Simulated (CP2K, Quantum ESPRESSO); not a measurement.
A Quantum ESPRESSO input for a self-consistent single point of CdSe (P6_3mc, 8 atoms in the cell) (DFT, PBE, plane waves, GBRV 1.5 ultrasoft (PBE) pseudopotentials):

```fortran
&CONTROL
 calculation = 'scf'
 prefix = 'cdse'
 outdir = './work'
 pseudo_dir = './'
 tprnfor = .true.
 tstress = .true.
/
&SYSTEM
 ibrav = 4
 celldm(1) = 8.16104892
 celldm(3) = 3.2737441366
 nat = 8
 ntyp = 2
 ecutwfc = 40
 ecutrho = 200
 occupations = 'smearing'
 smearing = 'fd'
 degauss = 0.0073499
/
&ELECTRONS
 conv_thr = 1.0e-11
/
ATOMIC_SPECIES
Cd   112.4140  cd_pbe_v1.uspp.F.UPF
Se    78.9710  se_pbe_v1.uspp.F.UPF
ATOMIC_POSITIONS {angstrom}
Cd    0.00000000    0.00000000    0.00000000
Cd    0.00000000    0.00000000    7.06906300
Cd    2.15932055    1.24668430   10.60613936
Cd    0.00000000    2.49336861    3.53707636
Se    0.00000000    0.00000000   11.48242041
Se    0.00000000    0.00000000    4.41335741
Se    2.15932055    1.24668430    7.96386499
Se    0.00000000    2.49336861    0.89480200
K_POINTS {automatic}
4 4 1  0 0 0
```

**Question.** Write the same calculation as an input for CP2K.

**Answer.** This is the input that was run; spellings and numerical settings could be chosen otherwise.

```
&GLOBAL
  PROJECT bulk
  RUN_TYPE ENERGY_FORCE
  PRINT_LEVEL MEDIUM
&END GLOBAL
&FORCE_EVAL
  METHOD Quickstep
  STRESS_TENSOR ANALYTICAL
  &DFT
    BASIS_SET_FILE_NAME BASIS_MOLOPT_UCL
    POTENTIAL_FILE_NAME GTH_POTENTIALS
    &QS
      METHOD GPW
      EPS_DEFAULT 1E-11
    &END QS
    &MGRID
      CUTOFF 500
      REL_CUTOFF 50
      NGRIDS 5
    &END MGRID
    &SCF
      SCF_GUESS ATOMIC
      EPS_SCF 1E-7
      MAX_SCF 100
      ADDED_MOS 12
      &DIAGONALIZATION
        ALGORITHM STANDARD
      &END DIAGONALIZATION
      &MIXING
        METHOD BROYDEN_MIXING
        ALPHA 0.3
        NBUFFER 10
        BETA 1.5
      &END MIXING
      &SMEAR ON
        METHOD FERMI_DIRAC
        ELECTRONIC_TEMPERATURE [K] 1160.45
      &END SMEAR
    &END SCF
    &KPOINTS
      SCHEME MONKHORST-PACK 4 4 1
      GAMMA_CENTERED T
    &END KPOINTS
    &XC
      &XC_FUNCTIONAL PBE
      &END XC_FUNCTIONAL
    &END XC
    &PRINT
      &MO
        EIGENVALUES T
        OCCUPATION_NUMBERS T
        NDIGITS 8
        FILENAME mo
        &EACH
          QS_SCF 0
        &END EACH
        ADD_LAST NUMERIC
      &END MO
      &MULLIKEN ON
      &END MULLIKEN
    &END PRINT
  &END DFT
  &SUBSYS
    &CELL
      A 4.31864100 0.00000000 0.00000000
      B -2.15932100 3.74005300 0.00000000
      C 0.00000000 0.00000000 14.13812600
      PERIODIC XYZ
    &END CELL
    &COORD
      SCALED
      Cd       0.00000000     0.00000000     0.00000000
      Cd       0.00000000     0.00000000     0.50000000
      Cd       0.66666700     0.33333300     0.75018000
      Cd       0.33333300     0.66666700     0.25018000
      Se       0.00000000     0.00000000     0.81216000
      Se       0.00000000     0.00000000     0.31216000
      Se       0.66666700     0.33333300     0.56329000
      Se       0.33333300     0.66666700     0.06329000
    &END COORD
    &KIND Cd
      BASIS_SET TZVP-MOLOPT-SR-GTH-q12
      POTENTIAL GTH-PBE-q12
    &END KIND
    &KIND Se
      BASIS_SET TZVP-MOLOPT-SR-GTH-q6
      POTENTIAL GTH-PBE-q6
    &END KIND
  &END SUBSYS
  &PRINT
    &FORCES ON
    &END FORCES
    &STRESS_TENSOR ON
    &END STRESS_TENSOR
  &END PRINT
&END FORCE_EVAL
```

Basis settings and potentials, where a program has them, do not carry over. This input uses DFT PBE, GPW, TZVP-MOLOPT-SR-GTH basis, GTH-PBE potentials (GTH_POTENTIALS).

The starting cell was generated: these elements placed on a structure prototype, without a prior relaxation; it need not be a known phase or ordering of this composition. Its lattice was rescaled by a random factor within 2.5 % of one. For this run, on top of that: lattice scaled by 0.98.
